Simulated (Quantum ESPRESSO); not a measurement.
Quantum ESPRESSO run on MgZn3S4 (P-43m, 8 atoms in the cell): self-consistent single point.

Method: PBEsol, PseudoDojo standard norm-conserving (PBESOL) pseudopotentials (plane waves; Quantum ESPRESSO).

```xyz
8
Lattice="5.4461 0.0000 0.0000 0.0000 5.4461 0.0000 0.0000 0.0000 5.4461" Properties=species:S:1:pos:R:3 pbc="T T T"
Mg     2.7230     2.7230     2.7230
Zn     0.0000     0.0000     2.7230
Zn     2.7230     0.0000     0.0000
Zn     0.0000     2.7230     0.0000
S      4.1190     4.1190     1.3270
S      4.1190     1.3270     4.1190
S      1.3270     1.3270     1.3270
S      1.3270     4.1190     4.1190
```

Reference input (self-consistent single point, DFT, PBEsol, plane waves, PseudoDojo standard norm-conserving (PBESOL) pseudopotentials): ecutwfc = 85 Ry; occupations = fixed; potentials = {Mg: Mg.upf, Zn: Zn.upf, S: S.upf}; K_POINTS = automatic 3 3 3 0 0 0; nbnd = 55; conv_thr = 1e-10 Ry. This run's input differs from it in these lines:

```diff
@@ -12,3 +12,3 @@
   ntyp = 3,
-  ecutwfc = 85,
+  ecutwfc = 68,
   occupations = 'fixed',
```

Output, abridged:

```
     Self-consistent Calculation

     iteration #  1     ecut=    68.00 Ry     beta= 0.70

     Threshold (ethr) on eigenvalues was too large:
     Diagonalizing with lowered threshold

     total energy              =   -1460.62106708 Ry
     estimated scf accuracy    <       0.41210370 Ry

     iteration #  2     ecut=    68.00 Ry     beta= 0.70

     total energy              =   -1460.73630907 Ry
     estimated scf accuracy    <       0.19671384 Ry

     iteration #  3     ecut=    68.00 Ry     beta= 0.70

     total energy              =   -1460.77817788 Ry
     estimated scf accuracy    <       0.00329183 Ry

   [... 6 blocks of this kind left out ...]

     iteration # 10     ecut=    68.00 Ry     beta= 0.70

     total energy              =   -1460.77899081 Ry
     estimated scf accuracy    <          2.6E-10 Ry

     iteration # 11     ecut=    68.00 Ry     beta= 0.70
     End of self-consistent calculation

     highest occupied, lowest unoccupied level (ev):     6.2470    8.5102

!    total energy              =   -1460.77899081 Ry
     estimated scf accuracy    <          2.2E-11 Ry

     convergence has been achieved in  11 iterations

     Forces acting on atoms (cartesian axes, Ry/au):

     atom    1 type  1   force =     0.00000000    0.00000000    0.00000000
     atom    2 type  2   force =     0.00000000    0.00000000    0.00000000
     atom    3 type  2   force =     0.00000000    0.00000000    0.00000000
     atom    4 type  2   force =     0.00000000    0.00000000    0.00000000
     atom    5 type  3   force =     0.00224763    0.00224763   -0.00224763
     atom    6 type  3   force =     0.00224763   -0.00224763    0.00224763
   [... lines left out ...]

     Total force =     0.007786     Total SCF correction =     0.000011

          total   stress  (Ry/bohr**3)                   (kbar)     P=      -57.62
  -0.00039166   0.00000000   0.00000000          -57.62        0.00        0.00
   0.00000000  -0.00039166   0.00000000            0.00      -57.62        0.00
   0.00000000   0.00000000  -0.00039166            0.00        0.00      -57.62

   JOB DONE.
```

The run converged in 11 iterations. Against the reference run the free energy rises by 45.5 meV/atom, the pressure goes from -0.66 to -5.76 GPa, the largest force moves little (0.098 to 0.100 eV/Å) and the gap on the mesh hardly changes (2.264 to 2.263 eV).

The starting cell comes from a database of computed structures (which also holds hypothetical and non-ambient phases and stackings), without a prior relaxation at this level. Its lattice was rescaled by a random factor within 2.5 % of one.
